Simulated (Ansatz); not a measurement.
Results of r²SCAN in Ansatz (plane waves, PAW) for Cu3Sn (Fm-3m, No. 225, 4 atoms in the cell; start mp-838).

Run with plane-wave cutoff 560 eV, 16×16×16 k mesh, Fermi–Dirac smearing 0.05 eV, no spin polarisation, scalar-relativistic PAW data made under PBE.

Cell (relaxed at this level):

Cu3Sn has the cubic space group Fm-3m (No. 225), Pearson symbol cF16. Conventional cell: a = 6.0828 Å, b = 6.0828 Å, c = 6.0828 Å, α = 90.00°, β = 90.00°, γ = 90.00°. Cu1 on 4b is coordinated by 8 Cu at 2.634 Å and 6 Sn at 3.041 Å. Cu2 on 8c has 4 Sn at 2.634 Å and 4 Cu at 2.634 Å and 6 Cu at 3.041 Å. Sn on 4a has 8 Cu at 2.634 Å and 6 Cu at 3.041 Å. (Neighbours: up to the widest gap in distance over summed covalent radii, below 1.35, at either atom.)
(The calculation used a cell of 4 atoms; values per cell refer to that cell.)

**Question.** Predict the bulk modulus B0.

**Answer.** 
- bulk modulus B0: 125 GPa

Note: the run has no spin polarisation, so it can have missed a magnetic state; the bulk modulus is −V dP/dV from two relaxed cells at ±2 % in volume; the relaxation could not lower the start's symmetry, so the cell can be a saddle point above a distorted one.

Spin–orbit coupling is not included.

Computing time: about 2.6 core-minutes (a rough figure).

A start named mp-… is a Materials Project structure, which need not be a measured phase.

Ansatz is an electronic-structure program.
